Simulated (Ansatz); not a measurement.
# rock-salt TaN (1 1 0) on zinc-blende GaSb (1 1 0) (film strained to the substrate, started from cuts of the bulks and a machine-learned relaxation; slabs Ga6Sb6 and N12Ta12, which can lie off the formulas)

A periodic stack without vacuum, rock-salt TaN (1 1 0) on zinc-blende GaSb (1 1 0) (film strained to the substrate, started from cuts of the bulks and a machine-learned relaxation; slabs Ga6Sb6 and N12Ta12, which can lie off the formulas): substrate slab Ga6Sb6, film N12Ta12, surface cells [[0, -1], [1, -1]] and [[1, 0], [1, 2]], film strained by -0.5 and -0.5 %, outermost planes GaSb/GaSb and NTa/NTa as cut, which need not be the usual terminations and can put a slab off its formula.

The start was prepared with a machine-learned potential, and the result is one local minimum, with the in-plane cell held and forces under 0.04 eV/Å; the film can end far from its bulk form.

Method: PBE (plane waves to 420 eV, PAW; Ansatz, an electronic-structure program). Scalar-relativistic, without spin–orbit coupling; the runs are not spin-polarised. Its k-point mesh 9×5×1, Fermi–Dirac width 0.05 eV.

| Quantity | Result |
|---|---|
| interface area | 27.3 Å² |
| period | 23.58 Å |
| heights between the nearest atoms of the two slabs at the two interfaces | 2.16 and 2.17 Å |
| Ga–Ta contacts across the interfaces within 1.22 times the sum of covalent radii | 4, mean 2.75 Å |
| Sb–Ta contacts across the interfaces within 1.22 times the sum of covalent radii | 4, mean 2.83 Å |

```xyz
36
Lattice="4.3839 -0.0013 -0.2838 4.3826 6.2111 -0.3336 1.7315 1.8759 23.5058" Properties=species:S:1:pos:R:3 pbc="T T T"
Ga     7.2955     6.4677     2.8286
Ga     5.7036     4.2947     0.5577
Ga     7.6328     6.3763     7.2304
Ga     5.2805     3.2487     5.2145
Ga     8.7683     7.5205    11.7758
Ga     5.5709     3.3950     9.5795
Sb     1.5141     1.2821     1.0770
Sb     5.1038     4.8666     3.0786
Sb     3.0948     1.7382     5.3848
Sb     5.4428     4.8639     7.3578
Sb     3.3741     1.8049     9.6952
Sb     4.6154     4.4938    11.8491
N      7.1794     6.1063    14.1336
N      2.7696     2.8409    14.4688
N      5.1068     4.5481    15.8563
N      5.1197     1.3661    15.7323
N      2.9714     3.1000    17.5331
N      7.2387     5.9713    17.1320
N      5.4178     1.6293    18.9751
N      5.3024     4.4996    18.8668
N      7.5489     6.2530    20.3802
N      3.1851     3.0460    20.5370
N      5.4848     4.7640    21.9436
N      9.8485     7.7150    21.6466
Ta     7.2865     4.4850    15.4345
Ta     2.9424     1.3800    16.0102
Ta     5.0071     5.9810    14.2237
Ta     4.9639     2.9997    14.2279
Ta     3.2054     1.4126    18.9530
Ta     7.5108     4.7092    18.8087
Ta     5.1416     2.8905    17.2974
Ta     5.0699     6.1787    17.4446
Ta     7.7003     4.6175    21.8518
Ta     7.6792     7.8516    21.8639
Ta     5.3467     6.2227    20.3916
Ta     5.3858     3.1244    20.6758
```
